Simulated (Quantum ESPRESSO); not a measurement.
# Quick settings and what they miss: YCoGe2 (Cmcm, 8 atoms in the cell)

Self-consistent single point.

```yaml
crystal:
  lattice:
    - [2.08797, 8.30596, 0.00000]
    - [-2.08797, 8.30596, 0.00000]
    - [0.00000, 0.00000, 4.15826]
  atoms:
    - { symbol: Y, position: [0.10981, 0.10981, 0.25000] }
    - { symbol: Y, position: [0.89019, 0.89019, 0.75000] }
    - { symbol: Co, position: [0.31874, 0.31874, 0.25000] }
    - { symbol: Co, position: [0.68126, 0.68126, 0.75000] }
    - { symbol: Ge, position: [0.45495, 0.45495, 0.25000] }
    - { symbol: Ge, position: [0.54505, 0.54505, 0.75000] }
    - { symbol: Ge, position: [0.74955, 0.74955, 0.25000] }
    - { symbol: Ge, position: [0.25045, 0.25045, 0.75000] }
```

Method of the run: PBEsol, PSlibrary PAW (PBE) pseudopotentials (plane waves; Quantum ESPRESSO 7.5).

Base settings: ecutwfc = 50 Ry; ecutrho = 350 Ry; occupations = smearing; smearing = marzari-vanderbilt; degauss = 0.019992 Ry; input_dft = pbesol; K_POINTS = automatic 4 4 4 0 0 0; conv_thr = 1e-11 Ry; mixing_beta = 0.4.

Tight run (finer mesh or higher cutoff; not a proven limit): ecutwfc: 50 Ry → 70 Ry; ecutrho: 350 Ry → 490 Ry; conv_thr: 1e-11 Ry → 7.3e-11 Ry; K_POINTS: automatic 4 4 4 0 0 0 → automatic 6 6 6 0 0 0. It gave Fermi level (on the code's own zero) 10.49 eV; pressure -4.26 GPa; largest force (vector length) 0.065 eV/Å.

Quick runs, as changes from the base:
- A: ecutwfc: 50 Ry → 40 Ry; ecutrho: 350 Ry → 280 Ry; smearing: marzari-vanderbilt → methfessel-paxton; degauss: 0.019992 Ry → 0.0147 Ry; conv_thr: 1e-11 Ry → 7.3e-05 Ry; K_POINTS: automatic 4 4 4 0 0 0 → automatic 2 2 2 1 1 1
- B: ecutwfc: 50 Ry → 35 Ry; ecutrho: 350 Ry → 245 Ry; smearing: marzari-vanderbilt → methfessel-paxton; degauss: 0.019992 Ry → 0.0147 Ry; K_POINTS: automatic 4 4 4 0 0 0 → automatic 4 4 4 1 1 1
- C: ecutwfc: 50 Ry → 25 Ry; ecutrho: 350 Ry → 175 Ry; smearing: marzari-vanderbilt → gaussian
- D: ecutwfc: 50 Ry → 30 Ry; ecutrho: 350 Ry → 210 Ry; degauss: 0.019992 Ry → 0.0099958 Ry; conv_thr: 1e-11 Ry → 7.3e-05 Ry; K_POINTS: automatic 4 4 4 0 0 0 → automatic 3 3 3 0 0 0

Energies are extrapolated to zero smearing width, which holds to low order in the width alone (under cold and Methfessel-Paxton smearing the free energy itself is taken).

Dashes: pressure of A, D, not trusted under this conv_thr with d or f elements.

The count of work is k-points × plane waves × bands × iterations; it is no time. Core times come from one kind of shared machine and are given to one figure; runs under 30 s give none.

The starting cell comes from a database of computed structures (which also holds hypothetical and non-ambient phases and stackings), without a prior relaxation at this level. Its lattice was rescaled by a random factor within 2.5 % of one. Spin polarisation is off. In the base run, with a pressure of about -4 GPa the cell is away from its equilibrium volume at this level. Without a gap this mesh is coarse (it stands for a supercell whose shortest vector is 17 Å).

| run | energy less tight (meV/atom) | pressure less tight (GPa) | largest miss in a force vector (eV/Å) | count of work / tight | core time / tight (rough) |
|---|---|---|---|---|---|
| A | 35.7 | – | 0.138 | 0.010 | 0.05 |
| B | 29.3 | -0.27 | 0.334 | 0.097 | 0.1 |
| C | 379.6 | -19.87 | 0.074 | 0.097 | 0.1 |
| D | 80.2 | – | 0.243 | 0.027 | 0.05 |

Among the runs at the tight run's level, the energy misses run from 29.3 to 379.6 meV/atom.

Left out of this page: 1 run of the series outside the window shown, repeating another row's setting, or not comparable.
